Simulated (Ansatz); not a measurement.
## Effective masses and thermopower of K$_{2}$Se (Fm-3m)

Given:

```yaml
crystal:
  lattice:
    - [0.00000, 3.80493, 3.80493]
    - [3.80493, 0.00000, 3.80493]
    - [3.80493, 3.80493, 0.00000]
  atoms:
    - { symbol: K, position: [0.25000, 0.25000, 0.25000] }
    - { symbol: K, position: [0.75000, 0.75000, 0.75000] }
    - { symbol: Se, position: [0.00000, 0.00000, 0.00000] }
```

Method: PBEsol with spin-orbit coupling, rigid bands (plane waves, PAW; Ansatz, an electronic-structure program). Condition of this run: spin-orbit coupling switched on. Cell: cell and atoms relaxed with PBEsol.

```yaml
band_gap: 2.02 eV
electron conductivity mass (300 K, dilute): 0.33 mₑ
hole conductivity mass (300 K, dilute): 12.1 mₑ
effective density of states N_c (300 K): 4.5e18 cm⁻³
effective density of states N_v (300 K): 1.3e21 cm⁻³
density_of_states_mass_electrons: 0.32 mₑ
density_of_states_mass_holes: 13.9 mₑ
Seebeck coefficient, n-type 1e19 cm⁻³, 300 K: -163 μV/K
best n-type power factor at 300 K for τ = 10 fs (best axis; densities from 1e16 to 1e21 cm⁻³ tried, whether or not they can be reached): 2.3 μW/(cm·K²) at 1e19 cm⁻³
Seebeck coefficient, p-type 1e19 cm⁻³, 300 K: 579 μV/K
```

Rigid bands; masses and Seebeck coefficients take one relaxation time τ for all states and one kind of carrier; polarons and phonon drag are left out.

Formula and space group known from diffraction (Crystallography Open Database), not checked to be the room-temperature form: K2Se (Fm-3m).
